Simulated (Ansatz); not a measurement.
**BN under a change: strain tensor (xx, yy, zz, yz, xz, xy) = (−1.13, −0.38, +0.70, −0.34, +1.30, +2.03) %**

Base system: BN in the zinc blende structure (space group F-43m, No. 216; a = 3.6051 Å). Axes: x, y, z lie along the cube axes.

Now apply this change: the symmetric strain tensor [-0.0113 0.0203 0.0129; 0.0203 -0.0038 -0.0034; 0.0129 -0.0034 0.0070]; the atoms relax in the strained cell.

Method: Ansatz (a quantum-chemistry and plane-wave program) PBEsol, no spin-orbit coupling, earlier PAW set. Γ-centred 16×16×16 mesh, Fermi–Dirac width 0.05 eV.

- Volume per atom = 5.81 Å³ (base 5.86 Å³)
- Shortest interatomic distance = 1.525 Å (base 1.561 Å)
- Energy relative to the base (free energy F) = +23 meV/atom
- Pressure (mean of the normal stresses, compression positive) = 4.15 GPa (base -0.01 GPa)
- Band gap = 3.94 eV (base 4.29 eV)
- Gap character = indirect, Γ → U
- Smallest direct gap = 7.90 eV (base 8.80 eV)
- Valence-band top at Γ (three highest levels, from the VBM) = 0.00, -0.29, -0.36 eV (base 0.00, 0.00, 0.00 eV)
- Valley order (the lowest conduction-band minima on the path, energy above the VBM, named in the base's zone) = X along [100] 3.94 eV; X along [010] 4.03 eV; X along [001] 4.15 eV (base X along ⟨100⟩ 4.29 eV)
- Stress (xx, yy, zz, yz, xz, xy; compression positive) = (9.77, 5.02, -2.35, 3.32, -12.04, -19.31) GPa

Cost of the whole job for the changed cell (relaxation, final SCF and bands): about 90 core-seconds (a rough figure).

Stability against distortions was not tested. Labels are those of the standard path for the cell's own space group.
